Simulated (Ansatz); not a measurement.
Results of Hartree–Fock (Ansatz, an electronic-structure program, plane waves, PAW) for fluorite HfO2 (high-temperature phase).

Settings: plane-wave cutoff 460 eV, 8×8×8 k mesh, Fermi–Dirac smearing 0.01 eV, scalar-relativistic PAW data made under PBE.

A third-order Birch–Murnaghan fit to the energies gives V0 = 10.996 Å³/atom, B0 = 285 GPa, B′ = 4.0.

```csv
V (Å³/atom),P (GPa)
10.461,15.70
10.744,?
11.011,-0.43
11.286,?
11.562,-12.97
```

### Question
Estimate the withheld pressures from this fit; the answers are the runs' own values.

### Answer

- 10.744, P (GPa): 6.89
- 11.286, P (GPa): -7.09

The formula P = (3/2) B0 (x^(7/3) − x^(5/3)) [1 + (3/4)(B′ − 4)(x^(2/3) − 1)] with x = V0/V meets the computed pressures within 0.05 GPa when these rounded values are put in.

Measured, for comparison: bulk modulus 242 ± 16 GPa (room temperature, not corrected to a static lattice, nanocrystalline cubic HfO2, second-order Birch-Murnaghan; as tabulated in High-pressure structural stability, equation of state, and thermal expansion …). Computed (rounded) less measured: bulk modulus +18 %.

Note: symmetry holds this phase in the static calculation, where it need not be a minimum; held by symmetry at 0 K, a high-temperature phase can be a saddle point.

Spin–orbit coupling is not included.
